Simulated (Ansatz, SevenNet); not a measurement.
Ladder of methods for the lattice constant a of AlB2-type TiB2

Reference value: 3.029 Å (measured, 293 K, not corrected to a static lattice; as tabulated in R. G. Munro, J. Res. NIST 105, 709 (2000), Material Properties of Titanium …).

```tsv
level (code)	value (Å)	difference (%)
SevenNet-0 (SevenNet)	3.035	+0.20
LDA (Ansatz)	2.994	-1.16
PBE (Ansatz)	3.032	+0.10
r²SCAN (Ansatz)	3.025	-0.13
PBE0 (Ansatz)	3.012	-0.56
```

The reference is not for a static lattice or low temperature, so close values are not ranked against it.

The measured value isn't corrected to a static lattice, so vibrations enter the comparison. A static lattice is as a rule a little smaller than the measured one.  PBE0: the run has no spin polarisation, so it can have missed a magnetic state. Cutoffs and k meshes differ between the levels. Ansatz's density-functional and Hartree–Fock values are scalar-relativistic unless marked +SOC, with PAW data made under PBE.

Machine-learned potentials (SevenNet-0) are trained on DFT data, which may include these solids.

Differences are worked out from the printed values.

Ansatz is a first-principles code.
